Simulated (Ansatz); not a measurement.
The starting structures come from a database of crystals and need not be the phases stable at ambient conditions.

## Evanescent states of BaMg$_{2}$FeH$_{8}$ (P-3m1, not sure to be the ambient phase, 12 atoms a cell, 10.4 Å³ an atom, -2 GPa at this level) along the normal of (111)

Level of theory: r2SCAN (plane waves, PAW; Ansatz, a first-principles code).

No gap correction and no spin-orbit coupling; mid-gap values are interpolated between computed energies.

Energies count from the valence-band top; κ is the least over a 6×4 mesh across the current.

```tsv
E (eV)	κ (1/Å)	where
0.05	0.234	off Γ
0.15	0.366	off Γ
0.25	0.409	off Γ
0.35	0.406	off Γ
0.45	0.404	off Γ
0.55	0.402	off Γ
0.65	0.399	off Γ
0.75	0.393	Γ
0.85	0.387	Γ
0.95	0.381	Γ
1.05	0.376	Γ
1.15	0.371	Γ
1.25	0.350	off Γ
1.35	0.321	off Γ
1.45	0.290	off Γ
1.55	0.257	off Γ
1.65	0.219	off Γ
1.75	0.173	off Γ
1.85	0.110	off Γ
```

Task: How thick must the barrier be to attenuate the transmission by 10^8 when the electrodes' Fermi level lies at 0.75 eV, and what attenuation does that film give at 1.15 eV?

Result: d = 8 ln 10 / (2 × 0.393) = 23.4 Å. At 1.15 eV it gives 8 × 0.371/0.393 = 7.6 decades.
